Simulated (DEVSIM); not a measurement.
Structure: abrupt In0.53Ga0.47As n-p junction, at 300 K.

Layer 1 from the left is In0.53Ga0.47As, thickness (μm) 10.0, Nd (cm⁻³) 2e16, τn (s) 7.4e-10, τp (s) 7.4e-10. Layer 2 from the left is In0.53Ga0.47As, thickness (μm) 140, Na (cm⁻³) 1e16, τn (s) 2.2e-11, τp (s) 7.4e-10.

Left contact: ohmic. Right contact: ohmic. Voltage is applied to the left contact. Recombination: SRH at mid-gap. Mobility is μmin + (μ − μmin)/(1 + (N/Nref)^α).

The device is made up for the run: typed textbook-type constants, with dimensions and the other settings drawn at random. Values at 300 K.

In0.53Ga0.47As: gap (eV) 0.74, affinity (eV) 4.51, permittivity 13.9, Nc (cm⁻³) 2.1e17, Nv (cm⁻³) 7.7e18, μn (cm²/Vs) 12000, μp (cm²/Vs) 300, μn,min 300, μp,min 10, Nref,n 1.3e17, Nref,p 4.9e17, αn 0.48, αp 0.4.

### Question
Estimate by hand the built-in potential, the peak field at zero bias, the capacitance at 3 V, and compare with a numerical solution.

### Answer

- Built-in potential: ni = √(Nc Nv) exp(−Eg/2kT) = 7.74e11 cm⁻³ with Eg = 0.740 eV; Vbi = kT/q ln(Na Nd/ni²) = 0.507 V; numerical 0.507 V.
- Peak field at zero bias: depletion approximation: W = √(2εVbi/(qN)) = 0.342 μm with N = 6.67e15 cm⁻³; field = 2Vbi/W = 29700 V/cm; numerical 28100 V/cm (estimate above by 5.5 %).
- Capacitance at 3 V: C = √(qεN / 2(Vbi + |V|)) = 13.7 nF/cm²; numerical 13.8 nF/cm² (estimate below by 0.75 %).

Simulated with DEVSIM: 1D drift-diffusion, Boltzmann statistics, complete ionisation; no tunnelling, impact ionisation, image-force lowering or self-heating.
